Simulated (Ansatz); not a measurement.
Structures of equal composition on the (111)A surface of zinc-blende GaAs (Ga plane on top): 2x2 As adatom at H3; 2x2 As adatom at T1; 2x2 As adatom at T4. The slabs share one bottom face, and each structure is named by its start. These are constructed structures in small cells; real faces may alloy, dewet or reconstruct in larger ones, and not all known structures of the face are among them. Slabs of about 14 Å with all that they carry, Fermi-Dirac smearing of 0.025 eV. Bottom of the slabs: H caps. Relaxed from the named starts with such symmetry as they have, on meshes of like density; energies extrapolated to zero smearing; no spin-orbit coupling, no U. Spin-polarised runs, if any, are marked in brackets, and their order is one that fits the cell; the others ran without spin. Where a second, spin-polarised start was run, the lower counts.

Host crystal: zinc-blende GaAs, with a band gap (PBE, scalar-relativistic without spin-orbit coupling).

The numbers are results of PBE (plane waves to 420 eV, PAW; Ansatz, a program for electronic structure), not measurements.

### Question
Rank these by energy per 1x1 cell (lowest first), as PBE gives it.

### Answer
2x2 As adatom at H3 (0.000 eV, gap 0.26 eV on the mesh), 2x2 As adatom at T4 (0.033 eV (1 As–As bonds broke), gap 0.28 eV on the mesh), 2x2 As adatom at T1 (0.335 eV [spin, 2.0 μB a cell], gap 0.62 eV on the mesh)
